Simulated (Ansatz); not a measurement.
**Al, response to strain**

Take Al in the fcc (Cu type) structure (space group Fm-3m, No. 225; a = 4.015 Å; relaxed with 0.1 eV smearing) as the base. Axes: x, y, z lie along the cube axes.

Strains are applied to the cell and any free atomic positions relax; under biaxial strain the out-of-plane vector relaxes too.

Computed with PBEsol/PAW in Ansatz (a first-principles code), no spin-orbit coupling.

Notes on the quantities. in-plane stress: mean in-plane stress (compression positive); energy relative to the base: free energy F.

| variant | out-of-plane strain | in-plane stress | energy relative to the base |
|---|---|---|---|
| base | – | – | 0 meV/atom |
| biaxial strain −2.50 %, plane normal [111], relaxed out of plane | +2.30 % | +4.1 GPa | +9.3 meV/atom |
| biaxial strain −2.08 %, plane normal [111], relaxed out of plane | +1.96 % | +3.2 GPa | +6.2 meV/atom |
| biaxial strain −1.67 %, plane normal [111], relaxed out of plane | +1.61 % | +2.4 GPa | +3.8 meV/atom |
| biaxial strain −1.25 %, plane normal [111], relaxed out of plane | +1.24 % | +1.7 GPa | +2.1 meV/atom |
| biaxial strain −0.83 %, plane normal [111], relaxed out of plane | +0.82 % | +1.1 GPa | +0.9 meV/atom |
| biaxial strain +0.42 %, plane normal [111], relaxed out of plane | -0.42 % | -0.5 GPa | +0.2 meV/atom |
| biaxial strain +1.25 %, plane normal [111], relaxed out of plane | -1.22 % | -1.4 GPa | +1.8 meV/atom |
| biaxial strain +1.67 %, plane normal [111], relaxed out of plane | -1.59 % | -1.9 GPa | +3.3 meV/atom |
| biaxial strain +2.08 %, plane normal [111], relaxed out of plane | -1.93 % | -2.3 GPa | +5.0 meV/atom |

No phonon test of stability was made.
